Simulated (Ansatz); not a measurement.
# A computed series for BN: response to strain

Take BN in the zinc blende structure (space group F-43m, No. 216) as the base.

```xyz
2
Lattice="0.0000 1.8049 1.8049 1.8049 0.0000 1.8049 1.8049 1.8049 0.0000" Properties=species:S:1:pos:R:3 pbc="T T T"
B      0.0000     0.0000     0.0000
N      0.9024     0.9024     0.9024
```

Cartesian axes are those of the cell as printed.

Strains are applied to the cell and any free atomic positions relax.

The values are results of Ansatz (an electronic-structure program), r2SCAN, PAW, cutoff 500 eV, no SOC, not measurements.

Notes on the quantities. energy relative to the base: free energy F.

| variant | smallest direct gap | band gap | energy relative to the base |
|---|---|---|---|
| base | 9.59 eV | 5.00 eV | 0 meV/atom |
| uniaxial strain ε_zz = +0.50 % | 9.53 eV | ___ | +0.4 meV/atom |
| uniaxial strain ε_zz = +1.00 % | 9.48 eV | 4.90 eV | ___ |
| uniaxial strain ε_zz = +1.50 % | 9.43 eV | 4.85 eV | +3.4 meV/atom |
| uniaxial strain ε_zz = +2.00 % | 9.38 eV | 4.80 eV | +6.0 meV/atom |
| uniaxial strain ε_zz = +2.50 % | 9.32 eV | ___ | +9.3 meV/atom |
| uniaxial strain ε_zz = +3.00 % | 9.27 eV | 4.70 eV | +13 meV/atom |

Q: Some entries are withheld; estimate them.

A: 
- uniaxial strain ε_zz = +0.50 %, band gap: 4.95 eV
- uniaxial strain ε_zz = +1.00 %, energy relative to the base: +1.5 meV/atom
- uniaxial strain ε_zz = +2.50 %, band gap: 4.75 eV

No phonon test of stability was made.
